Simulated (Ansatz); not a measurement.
Crystal: BaZrO3 (Pm-3m, cubic perovskite, 5 atoms a cell, 14.9 Å³ an atom); planes in its conventional cell.

All values below come from r2SCAN (plane waves, PAW; Ansatz, a program for electronic structure).

The gap is the functional's own, uncorrected, and κ follows it; spin-orbit coupling is left out. Mid-gap values are interpolated between the computed energies.

```
plane  area of the cell (Å²)  mid-gap κ (1/Å)  largest κ in the gap (1/Å)
-----  ---------------------  ---------------  --------------------------
(110)                   25.1             0.31                        0.31
(111)                   30.7              [?]                         [?]
(001)                   17.7              [?]                        0.31
```

Question: The slowest decay depends on the direction. Supply the withheld values.

Answer: 
- (111), mid-gap κ (1/Å): 0.34
- (111), largest κ in the gap (1/Å): 0.35
- (001), mid-gap κ (1/Å): 0.29
